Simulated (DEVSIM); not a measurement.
Structure: isotype n-n heterojunction Al0.2Ga0.8N/GaN, at 300 K.

Layer 1 from the left is Al0.2Ga0.8N, thickness (μm) 0.150, Nd (cm⁻³) 1.3e17, τn (s) 8.7e-10, τp (s) 8.7e-10. Layer 2 from the left is GaN, thickness (μm) 0.100, Nd (cm⁻³) 2.4e16, τn (s) 8.7e-10, τp (s) 8.7e-10.

Left contact: ohmic. Right contact: ohmic. Voltage is applied to the left contact. Recombination: SRH at mid-gap, radiative. Mobility is constant in doping.

Constants are typed, rounded textbook-type inputs, not results; the design itself was drawn at random and stands for no fabricated device. Values at 300 K.

Al0.2Ga0.8N: gap (eV) 3.804, affinity (eV) 3.838, permittivity 9.38, Nc (cm⁻³) 2.3e18, Nv (cm⁻³) 4.6e19, μn (cm²/Vs) 624, μp (cm²/Vs) 30, B (cm³/s) 1e-11. GaN: gap (eV) 3.43, affinity (eV) 4.1, permittivity 9.5, Nc (cm⁻³) 2.3e18, Nv (cm⁻³) 4.6e19, μn (cm²/Vs) 1200, μp (cm²/Vs) 100, B (cm³/s) 1e-11.

Simulated with DEVSIM: 1D drift-diffusion, Boltzmann statistics, complete ionisation; no tunnelling, impact ionisation, image-force lowering or self-heating. Band offsets follow the typed affinities; no thermionic-emission limit at abrupt steps, no polarisation charge.

Problem. What does the simulation give for the potential step across the device at zero bias?

Solution. potential step across the device at zero bias 0.306 V.
